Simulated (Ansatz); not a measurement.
Results of r²SCAN (Ansatz, an electronic-structure program, plane waves, PAW) for AlB2-type HfB₂.

Run with plane-wave cutoff 560 eV, 24×24×16 k mesh (along the axes of the cell as run), Fermi–Dirac smearing 0.05 eV, scalar-relativistic PAW data made under PBE.

Shape and atoms are relaxed at each volume.

Pressure at four volumes; x = ln(V/9.881 Å³). One pressure is withheld.

| V (Å³/atom) | x | P (GPa) |
|---|---|---|
| 9.486 | -0.0408 | 11.27 |
| 9.881 | 0.0000 | 0.00 |
| 10.078 | 0.0197 | -4.86 |
| 10.276 | 0.0392 | ? |

### Question
Pass a parabola P(x) through the three rows shown, estimate the bulk modulus and its pressure derivative near zero pressure, and predict the withheld pressure.

### Answer
Slopes between the rows: (0.00 − (11.27))/(0.0000 − (-0.0408)) = -276.23 and (-4.86 − (0.00))/(0.0197 − (0.0000)) = -246.70 GPa. Their difference over the span 0.0605 is c = 29.53/0.0605 = 488.1 GPa, so P(x) = 11.27 + (-276.23)(x − (-0.0408)) + 488.1 (x − (-0.0408))(x − (0.0000)). At the middle row B = −dP/dx = −[-276.23 + 488.1 × 0.0408] = 256.3 GPa, and B′ = dB/dP = 2c/B = 3.8. At x = 0.0392 the parabola gives -9.30 GPa; the run gives -9.27 GPa. The Birch–Murnaghan fit to the energies at all volumes has B0 = 255 GPa and B′ = 3.9.

Measured, for comparison: bulk modulus 282 GPa (room temperature, no zero-point or thermal correction, hydrostatic curve from radial diffraction; as tabulated in Experimental and computational studies of compression and deformation behavior …). Computed less measured: bulk modulus -10 %.

Spin–orbit coupling is not included.
